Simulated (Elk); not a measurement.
Worked example: self-consistent single point of MgRh (Pm-3m, 2 atoms in the cell) in Elk.

Computed with Elk with Wu-Cohen GGA, all-electron FP-LAPW, Elk's shipped species files, default APW+lo basis.

```
MgRh
1.0
    3.08685     0.00000     0.00000
    0.00000     3.08685     0.00000
    0.00000     0.00000     3.08685
Mg Rh
1 1
Cartesian
  0.00000   0.00000   0.00000
  1.54343   1.54343   1.54343
```

Reference input (self-consistent single point, DFT, LDA (PW92), all-electron FP-LAPW, Elk's shipped species files, default APW+lo basis): stype = 0; swidth = 0.00734986 Ha; ngridk = 13 13 13; rmtscf = 0.99; maxscl = 100. This run's input differs from it in these lines:

```diff
@@ -2,2 +2,5 @@
   0
+
+xctype
+  26
```

Log, with long lists cut:

```
│ Self-consistent loop started │
│ Loop number : 1 │
 total energy                :     -4979.60579201
│ Loop number : 2 │
 total energy                :     -4980.01798207
RMS change in Kohn-Sham potential (target) :    1.036687314     (  0.1000000000E-05)
Absolute change in total energy (target)   :   0.4121900562     (  0.1000000000E-03)
│ Loop number : 3 │
 total energy                :     -4978.86044726
RMS change in Kohn-Sham potential (target) :    1.001483724     (  0.1000000000E-05)
Absolute change in total energy (target)   :    1.054487292     (  0.1000000000E-03)
│ Loop number : 4 │
   [... lines left out ...]
Absolute change in total energy (target)   :   0.1494800399E-03 (  0.1000000000E-03)
│ Loop number : 14 │
 total energy                :     -4984.88191604
RMS change in Kohn-Sham potential (target) :   0.2274308529E-06 (  0.1000000000E-05)
Absolute change in total energy (target)   :   0.1248767412E-03 (  0.1000000000E-03)
│ Loop number : 15 │
 total energy                :     -4984.88190738
RMS change in Kohn-Sham potential (target) :   0.8664879333E-07 (  0.1000000000E-05)
Absolute change in total energy (target)   :   0.3988174285E-04 (  0.1000000000E-03)
Convergence targets achieved

│ Loop number : 16 │

Energies :
 Fermi                       :     0.244901611829
 total energy                :     -4984.88190639

Density of states at Fermi energy :    35.58861120
 (states/Hartree/unit cell)

Estimated indirect band gap :   0.1875177222E-02
 from k-point     82 to k-point     73
Estimated direct band gap   :   0.1162575861E-01
 at k-point     82

Charges :
 core                        :    30.00000000
 valence                     :    27.00000000
 interstitial                :    2.285299438
 muffin-tins (core leakage)
  species :    1 (Mg)
   atom    1                 :    10.63755982     (   0.000000000    )
  species :    2 (Rh)
   atom    1                 :    44.07714074     (  0.1440624331E-07)
 total in muffin-tins        :    54.71470056
 total calculated charge     :    56.99698910
 total charge                :    57.00000000
 error                       :   0.3010901008E-02

│ Self-consistent loop stopped │
```

The run converged in 16 iterations. The count includes the last loop, which Elk runs after its targets are met. 

The starting cell comes from a database of computed structures (which also holds hypothetical and non-ambient phases and stackings), without a prior relaxation at this level. Spin polarisation is off. Values depend on the basis (sphere radii, cutoffs, local orbitals), which need not be converged. The log's line on a gap gives a spacing of levels on this mesh, which the program prints for metals too.
